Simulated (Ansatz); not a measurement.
# A self-consistent single point of TaN (P3m1, 2 atoms in the cell) with Ansatz

Method: PBEsol, default PAW files made with PBE (plane waves; Ansatz, a program for electronic structure).

The input file:

Ansatz 0.2 input:
```yaml
# TaN
crystal:
  lattice:
    - [2.948760, 0.000000, 0.000000]
    - [-1.474380, 2.553701, 0.000000]
    - [0.000000, 0.000000, 2.898851]
  atoms:
    - { symbol: Ta, position_ang: [0.000000, 0.000000, 1.499425] }
    - { symbol: N, position_ang: [1.474381, 0.851233, 0.000000] }
basis:
  ecutwfc: 420.0
kpoints:
  mp_grid:
    grid: [13, 13, 11]
hamiltonian:
  xc: pbesol
  pseudopotentials:
    kind: paw
scf:
  occupations:
    method: fermi_dirac
    width: 0.1
output:
  forces: true
  eigenvalues: true
  stress: true
```

Output (repeated stretches shortened):

```
WARN the atoms were moved onto the symmetric positions of the space group found under crystal.symmetry.tolerance 1.0e-5 (fractional …
WARN ansatz: RAYON_NUM_THREADS=1 ignored (pool sized by the plan → 1); use --threads N
Pseudopotentials: kind: paw
Pseudopotential: Ta, paw, valence charge 13
Pseudopotential: N, paw, valence charge 5
Crystal: 2 atoms, lattice volume = 21.829 Å³
Basis set: ecut = 420 eV, 405 PW (Γ), exchange–correlation on 40×40×40 points (8 copies of the dense FFT grid, shifted against one another)
Bands: 13, of which v1, the nominal top of the filled ones, is band 9 counted from 1 (8 counted from 0)
Symmetry: 6 space group operations
Space group: P3m1 (ITA 156), of the structure as read, at distance tolerance 2.8e-5 Å
k-points: 196 of 1859 (time reversal used)
PAW frozen core: Ta, regenerated for the run's functional, and the local potential with it
PAW frozen core: N, regenerated for the run's functional, and the local potential with it
Initial density: superposition of atomic densities (neutral atoms: chi_scale 0, normalization atom), corrected by the library's trained network
Initial wavefunctions: pseudopotential atomic-orbital guess
Eigensolver: davidson
Functional: x = pbesol(κ = 0.804, μ = 0.12345679012345678), c = pbesol(β = 0.046)
SCF iter   1: F=—  HF=-10187.623905 eV  |F-HF|=—  |Δ(HF+E_count)|=         —  Δρ=1.69e-2  dr2=5.91e-2  ethr=1.77e-3  ⟨swp⟩=5.6  Hψ=12716  notcnv=0
all-band conjugate gradients solve this SCF's bands
preconditioner: auto → none
SCF iter   2: F=—  HF=-10187.617283 eV  |F-HF|=—  |Δ(HF+E_count)|=   6.62e-3  Δρ=1.01e-2  dr2=2.48e-2  ethr=3.28e-4  ⟨swp⟩=1.0  Hψ=4116  notcnv=0
SCF iter   3: F=—  HF=-10187.612002 eV  |F-HF|=—  |Δ(HF+E_count)|=   5.28e-3  Δρ=1.04e-3  dr2=1.50e-4  ethr=1.38e-4  ⟨swp⟩=2.1  Hψ=3353  notcnv=0
SCF iter   4: F=—  HF=-10187.611932 eV  |F-HF|=—  |Δ(HF+E_count)|=   6.98e-5  Δρ=2.15e-4  dr2=6.78e-6  ethr=8.33e-7  ⟨swp⟩=2.1  Hψ=4063  notcnv=0
SCF iter   5: F=—  HF=-10187.611937 eV  |F-HF|=—  |Δ(HF+E_count)|=   5.20e-6  Δρ=2.42e-5  dr2=1.03e-7  ethr=3.77e-8  ⟨swp⟩=2.4  Hψ=3678  notcnv=0
SCF iter   6: F=-10187.611937 eV  HF=-10187.611937 eV  |F-HF|=6.41e-9  |Δ(HF+E_count)|=   2.38e-8  Δρ=7.01e-6  dr2=9.15e-9  ethr=5.56e-10  ⟨swp⟩=5.8  Hψ=11295  notcnv=0
SCF 1 converged in 6 iterations: F = -10187.611937 eV  dr2 = 9.15e-9
SCF converged after 6 iterations
Free energy (F): -10187.611937 eV
Harris-Foulkes:  -10187.611937 eV  (|F-HF|=6.41e-9)
Internal energy: -10187.608929 eV  (E = F + TS)
E sigma→0 (E₀):  -10187.610433 eV
Entropy (-TS):   -0.003008 eV (-1.504 meV/atom)
Fermi energy:    19.794275 eV
--- Per-component energies (eV) ---
  E_band       = -59.274465
  E_kinetic    = 497.933223
  E_local      = -613.861721  (includes V_loc(G=0)·N_el)
  E_nonlocal   = 62.320544
  E_hartree    = 205.183354
  E_xc         = -277.616582
  E_vxc        = -281.293931  (∫ρ·V_xc dr)
  E_paw        = -8395.172925  (= ΣΔE_a)
  E_vpaw       = -134.738948  (= ΣTr[D̂ρ^β])
  E_aug_tail   = 0.000211  (compensation charges beyond the density's cutoff)
  E_ewald      = -1666.636777
  E_core_change = 0.241745  (= ΣΔE_core)
  E_smearing   = -0.003008  (= −TS)
  E_closure    = -0.000000  (closes the sum)
  Σ components = -10187.611937   (vs F -10187.611937, Δ=0.00e0)
--- Forces (eV/Å), atoms counted from 1 ---
  atom   1  Ta     0.00000000     0.00000000    -0.65056346
  atom   2  N      0.00000000     0.00000000     0.65064861
  max |Σ_I F_I| component: 8.52e-5 eV/Å
--- Stress (GPa, compression-positive) ---
       -8.116233       0.000000      -0.000000
       -0.000000      -8.116233       0.000000
       -0.000000       0.000000      -9.755485
  P = ⅓ Tr σ = -8.6627 GPa (-86.627 kbar)
  The stress holds the Pulay correction. Without it, at fixed plane waves, as pw.x and ABINIT print it: P = -9.1271 GPa
--- Band table (eV; the first three rows and the last of 196) ---
  k-point 0: bands = ["-48.6222", "-14.9775", "-14.7149", "-14.7149", "2.1761", "15.2775", "15.2775", "15.5223", "16.9938", "21.9096", "23.2505", "23.2505", "23.7897"]
  k-point 1: bands = ["-48.6184", "-15.0528", "-14.7089", "-14.7089", "2.3425", "14.9448", "15.3441", "15.3441", "17.4622", "22.2132", "22.3453", "22.3453", "24.3986"]
  k-point 2: bands = ["-48.6083", "-15.2500", "-14.6926", "-14.6926", "2.8061", "13.7861", "15.5252", "15.5252", "18.4760", "21.2497", "21.2497", "22.9658", "24.6171"]
  k-point 195: bands = ["-48.4964", "-15.5641", "-15.3546", "-15.2011", "4.2248", "11.7555", "13.2628", "15.7943", "19.3378", "24.1115", "24.7071", "26.3083", "27.0523"]
```

The run converged in 6 iterations.

The starting cell comes from a database of computed structures (which also holds hypothetical and non-ambient phases and stackings), without a prior relaxation at this level. Its lattice was rescaled by up to half a per cent. One atom was moved a little off its site on purpose. Spin-orbit coupling is off. Spin polarisation is off. With a pressure of about -9 GPa the cell is away from its equilibrium volume at this level. Ansatz's pressure includes its estimate of the finite-basis (Pulay) stress.
